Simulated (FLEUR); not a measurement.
FLEUR run on Ge (Fd-3m, 2 atoms in the cell): self-consistent single point.

Level of theory: PBEsol, all-electron FLAPW (FLEUR), scalar-relativistic valence.

```yaml
crystal:
  lattice:
    - [0.00000, 2.82012, 2.82012]
    - [2.82012, 0.00000, 2.82012]
    - [2.82012, 2.82012, 0.00000]
  atoms:
    - { symbol: Ge, position: [0.50000, 0.50000, 0.50000] }
    - { symbol: Ge, position: [0.75000, 0.75000, 0.75000] }
```

Reference input (self-consistent single point, DFT, PBE, all-electron FLAPW (FLEUR), scalar-relativistic valence): Kmax = 3.8 1/bohr; GmaxXC = 15.2 1/bohr; xcFunctional = pbe; jspins = 1; l_soc = F; mode = hist; fermiSmearingEnergy = 0.00367493 Htr; mesh (inpgen div1-3) = 8 8 8; inpgen gamma flag = true; Gmax = 15.2 1/bohr; numbands = 0; maxIterBroyd = 15. This run's input differs from it in these lines:

```diff
@@ -14,2 +14,3 @@
 &comp jspins=1 /
+&exco xctyp='PBEs' /
 &kpt div1=8 div2=8 div3=8 gamma=t /
@@ -26,3 +27,3 @@
       <coreElectrons ctail="T" frcor="F" kcrel="0" coretail_lmax="0"/>
-      <xcFunctional name="pbe" relativisticCorrections="F"/>
+      <xcFunctional name="PBEs" relativisticCorrections="F"/>
       <magnetism jspins="1"/>
```

The program printed (abridged):

```
 Iteration:     1   Distance:       6.82320471 me/bohr^3
 Iteration:     2   Distance:       6.26263526 me/bohr^3
 Iteration:     3   Distance:       2.91229366 me/bohr^3
 Iteration:     4   Distance:       0.37615936 me/bohr^3
 Iteration:     5   Distance:       0.39674066 me/bohr^3
   [... 4 lines left out ...]
 Iteration:    10   Distance:       0.00041809 me/bohr^3
 Iteration:    11   Distance:       0.00008184 me/bohr^3
 Iteration:    12   Distance:       0.00001753 me/bohr^3
 Iteration:    13   Distance:       0.00000147 me/bohr^3
 Run finished successfully
 Stop message:
   Structural relaxation: Done

[file out, last iteration]
             iter=     14
[...]
          total density-effective poten   -6.6974402090E+03
          total charge density-energy d   -1.5639029557E+02
 Updated energy parameters for spin:           1
[...]
 fermi energy and band-weighting factors:

[...]
FERMIE:
          first approx. to ef    (T=0)  :   0.235776 htr   (energy of the highest occ. eigenvalue)
          number of occ. states  (T=0)  :        406
          first approx. to seigv (T=0)  : -13.549743 htr
          sum of weights of occ. states :  14.000000
          sum of semicore charge        :   0.000000 e
FERHIS:  Fermi-Energy by histogram:
          bandgap                     :   0.000000 htr
   [... lines left out ...]
          charge neutrality (T=0)     :   0.000000    (zero if the highest occ. eigenvalue is "entirely" occupied)
     EF_NEWTON:  Adjust Fermi-Energy by Newton-Method.
 Direct bandgap for spin            1 :    4.3700542635312645E-003  Htr
   [... lines left out ...]
 ---->    (input%tkb*entropy) TS=              0.0001498030 htr
 ---->    free energy=                     -4195.1242080390 htr
      extrapolation for T->0
 ---->    total electron energy=           -4195.1241331375 htr
 ***** TOTAL FORCES ON ATOMS *****
 TOTAL FORCE FOR ATOM TYPE=  1  X=  3.997   Y=  3.997   Z=  3.997
                       FX_TOT= 0.000000 FY_TOT= 0.000000 FZ_TOT= 0.000000
 Structural relaxation: Done
```

The run converged in 13 iterations. FLEUR gives forces in its relaxation mode, with a further iteration, so its stop message speaks of a relaxation. 

The starting cell comes from a database of computed structures (which also holds hypothetical and non-ambient phases and stackings), without a prior relaxation at this level. Its lattice was rescaled by a random factor within 2.5 % of one. Values depend on the basis (sphere radii, cutoffs, local orbitals), which need not be converged. The log's line on a gap gives a spacing of levels on this mesh, which the program prints for metals too.

These are the values that this program gave, and no reference: the default basis lacks the next d shell.

Cost on one core of a shared machine: roughly 40 s.
